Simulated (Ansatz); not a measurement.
The starting structures come from a database of crystals and need not be the phases stable at ambient conditions.

Tunnelling through a barrier is set by its complex band structure: the current falls as exp(−2κd) with the smallest κ.

Data:

```yaml
crystal:
  lattice:
    - [4.19870, 0.00000, 0.00000]
    - [-2.09935, 3.63618, 0.00000]
    - [2.09935, -1.21206, 3.42823]
  atoms:
    - { symbol: Mg, position: [0.00000, 0.00000, 0.00000] }
    - { symbol: Se, position: [0.25000, 0.75000, 0.25000] }
```

Space group of this cell: F-43m, zinc blende. The cell is taken as given.

Transport runs along the normal of the first two printed cell vectors, the (111) plane of the conventional cell.

No gap correction and no spin-orbit coupling; mid-gap values are interpolated between computed energies.

Compute, with r2SCAN in Ansatz (a program for electronic structure), the band gap and the smallest decay constant κ at mid-gap.

Gap 3.36 eV on a 10×10×10 mesh; κ = 0.211 1/Å, at the zone centre.
